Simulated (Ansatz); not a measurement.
# Variants of one calculation on a (111) slab of Fe (cut from a parent of space group no. 229; 10 atoms in the cell)

```
Fe
1.0
    4.04895     0.00000     0.00000
    2.02447     3.50649     0.00000
    0.00000     0.00000    19.43840
Fe
10
Direct
  0.75000   0.75000   0.35119
  0.41667   0.41667   0.30867
  0.41667   0.41667   0.43622
  0.08333   0.08333   0.39371
  0.08333   0.08333   0.52126
  0.75000   0.75000   0.47874
  0.75000   0.75000   0.60630
  0.41667   0.41667   0.56378
  0.41667   0.41667   0.69133
  0.08333   0.08333   0.64881
```
Moments meant for the start (each program seeds them in its own way; μB, in the order of the atoms Fe Fe Fe Fe Fe Fe Fe Fe Fe Fe): 4.0 4.0 4.0 4.0 4.0 4.0 4.0 4.0 4.0 4.0.

Base run A: LDA (PW92), PAW files made with PBE (Ansatz, a quantum-chemistry and plane-wave program), self-consistent single point.

Its settings: basis.ecutwfc = 30.9 Ry; kpoints.mp_grid.grid = 5 5 1; hamiltonian.xc = lda; hamiltonian.pseudopotentials = {kind: paw} (the program's default PAW files); magnetization.spin_polarized = true; scf.occupations.method = gaussian; scf.occupations.width = 0.0147 Ry.

The starting cell comes from a database of computed structures (which also holds hypothetical and non-ambient phases and stackings), without a prior relaxation at this level. The slab is cut from that crystal, and its faces are unrelaxed. The magnetic order is the one reached from the typed start; others were not searched systematically. In the base run, forces exceed 1 eV/Å.

ΔF is the free energy per atom less that of run A. 

These are the values that this program gave, and no reference: magnetic slabs can end in a higher state.

Run A gave: largest force (eV/Å) 1.678; size of the net moment (μB/atom) 2.51; k-points 5; valence electrons 160.

Runs:
- B: 2 x 1 x 1 supercell, mesh divided and rounded up; kpoints.mp_grid.grid: 5 5 1 → 3 5 1
- C: vacuum of 18 angstrom (first run: 12 Å)
- D: scf.occupations.method: gaussian → methfessel_paxton; scf.occupations.width: 0.0147 Ry → 0.0037 Ry
- E: scf.occupations.width: 0.0147 Ry → 0.011 Ry
- F: kpoints.mp_grid.grid: 5 5 1 → 4 4 1
- G: scf.mixing.preconditioner: default (the program chose LDOS) → kerker; scf.mixing.q_tf: default → 1.5
- H: scf.mixing.algorithm: default (the program chose MSR1) → broyden; scf.mixing.beta_mag: default → 0.5
- I: scf.mixing.algorithm: default (the program chose MSR1) → anderson; scf.mixing.beta: default → 0.05
- J: scf.algorithm: default → direct_min

### Question
What does run D change against A?

### Answer
The free energy rises by 11.4 meV/atom, the largest force goes from 1.678 to 1.769 eV/Å and the size of the net moment stays at 2.51 μB/atom.

| run | ΔF (meV/atom) | largest force (eV/Å) | size of the net moment (μB/atom) | k-points | valence electrons |
|---|---|---|---|---|---|
| A | 0.00 | 1.678 | 2.51 | 5 | 160 |
| B | -0.77 | 1.690 | 2.50 | 8 | 320 |
| C | -0.01 | 1.678 | 2.51 | 5 | 160 |
| D | 11.4 | 1.769 | 2.51 | 5 | 160 |
| E | 5.0 | 1.691 | 2.52 | 5 | 160 |
| F | 3.0 | 1.730 | 2.44 | 4 | 160 |
| G | 0.00 | 1.678 | 2.51 | 5 | 160 |
| H | 0.00 | 1.678 | 2.51 | 5 | 160 |
| I | 0.00 | 1.678 | 2.51 | 5 | 160 |
| J | 0.00 | 1.678 | 2.51 | 5 | 160 |

Keys are those of Ansatz 0.2.
